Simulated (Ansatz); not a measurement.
Structures of equal composition on the (000-1) surface of 4H silicon carbide (C plane on top): (√3x√3)R30° Bi adatom at H3; (√3x√3)R30° Bi adatom at T4. The slabs share one bottom face, and each structure is named by its start. These are constructed structures in small cells; real faces may alloy, dewet or reconstruct in larger ones, and not all known structures of the face are among them. Slabs of about 11 Å with all that they carry, Fermi-Dirac smearing of 0.025 eV. Bottom of the slabs: H caps. Relaxed from the named starts with such symmetry as they have, on meshes of like density; energies extrapolated to zero smearing; no spin-orbit coupling, no U. Spin-polarised runs, if any, are marked in brackets, and their order is one that fits the cell; the others ran without spin. Where a second, spin-polarised start was run, the lower counts.

Host crystal: 4H silicon carbide, with a band gap (PBE, scalar-relativistic without spin-orbit coupling).

These are PBE (plane waves to 420 eV, PAW; Ansatz, a program for electronic structure) values and carry that method's errors.

Rank these by energy per 1x1 cell (lowest first), as PBE gives it.

(√3x√3)R30° Bi adatom at T4 (0.000 eV, gap 1.90 eV on the mesh), (√3x√3)R30° Bi adatom at H3 (0.059 eV, gap 1.65 eV on the mesh)
